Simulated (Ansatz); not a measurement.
Base system: AlN in the wurtzite structure (space group P6_3mc, No. 186; a = 3.089 Å, c = 4.943 Å).

Calculations: LDA (Ansatz, an electronic-structure program, PAW, no SOC).

Strains are applied to the cell and any free atomic positions relax.

One change was made to it. Results:

The band gap shrinks by 0.313 eV, from 4.42 eV to 4.10 eV; the energy increases by 8.4 meV/atom.

Task: Name the change that was made.
(A) isotropic strain +1.80 %
(B) isotropic strain +2.40 %
(C) isotropic strain +0.60 %
(D) isotropic strain +1.20 %

Result: D, isotropic strain +1.20 %. For comparison, the band gap in the other runs: isotropic strain +0.60 % gives 4.26 eV; isotropic strain +2.40 % gives 3.80 eV; isotropic strain +1.80 % gives 3.95 eV.

No phonon test of stability was made.
